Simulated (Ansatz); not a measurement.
Base system: SiO2 (space group P3_221, No. 154; a = 5.022 Å, c = 5.510 Å). Axes: x lies along a and z along c of the hexagonal cell.

Level of theory: PBE (Ansatz, an electronic-structure program, PAW, scalar-relativistic without spin-orbit coupling).

Modification: the cell is stretched by 2.25 % along z with no lateral relaxation, atoms relaxed at fixed cell.

Predict the stress tensor and what it implies for the stiffness.

Stress of the strained cell less that of the base (GPa, compression positive):
```
  -0.15    0.00    0.00
   0.00   -0.15    0.00
   0.00    0.00   -1.97
```

Then −Δσ_ii/ε with ε = 0.0225 gives secant stiffness values (nonlinear terms included at this strain): C33 ≈ 87 GPa.

No phonon test of stability was made.
